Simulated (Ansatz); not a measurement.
# Bulk modulus B0 of Y (model structure, Im-3m, No. 229) at several levels of theory

No measured value is used here.

| level (code) | value (GPa) | cell (Å³/atom) |
|---|---|---|
| LDA (Ansatz) | [?] | 29.91 |
| PBE (Ansatz) | 38.5 | 33.02 |
| PBEsol (Ansatz) | 40.5 | 31.36 |

Question: Fill in the missing entries.

Answer: 
- LDA (Ansatz, a program for electronic structure), value (GPa): 43.4

LDA, PBE, PBEsol: the bulk modulus is −V dP/dV from two relaxed cells at ±2 % in volume. Each level is taken at its own relaxed cell. Ansatz's density-functional and Hartree–Fock values are scalar-relativistic unless marked +SOC, with PAW data made under PBE.

A model structure was made by putting elements into a prototype or built by hand; it is no filed structure, need not be a known phase, and can be a saddle point held by its symmetry.
